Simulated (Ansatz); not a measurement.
# Response to strain in Cs3Bi

The parent structure is Cs₃Bi (space group Fm-3m, No. 225; a model cell, its experimental status unchecked).

```
CELL_PARAMETERS angstrom
      0.00000     4.68385     4.68385
      4.68385     0.00000     4.68385
      4.68385     4.68385     0.00000
ATOMIC_POSITIONS crystal
  Bi 0.00000 0.00000 0.00000
  Cs 0.50000 0.50000 0.50000
  Cs 0.25000 0.25000 0.25000
  Cs 0.75000 0.75000 0.75000
```

Cartesian axes are those of the cell as printed.

Strains are applied to the cell and any free atomic positions relax; under biaxial strain the out-of-plane vector relaxes too.

The values are results of r2SCAN/PAW in Ansatz (a quantum-chemistry and plane-wave program), scalar-relativistic without spin-orbit coupling, not measurements.

Candidates:
(a) isotropic strain −1.85 %
(b) uniaxial strain ε_xx = −0.60 %
(c) biaxial strain +0.16 %, plane normal [001], relaxed out of plane

For the base:

- Smallest direct gap = 1.19 eV

**Question.** Order them by smallest direct gap, highest first.

**Answer.** (a) isotropic strain −1.85 % (1.43 eV), (b) uniaxial strain ε_xx = −0.60 % (1.20 eV), (c) biaxial strain +0.16 %, plane normal [001], relaxed out of plane (1.18 eV)

Spin-orbit coupling, missing from the scalar runs, can matter with Bi. No phonon test of stability was made.
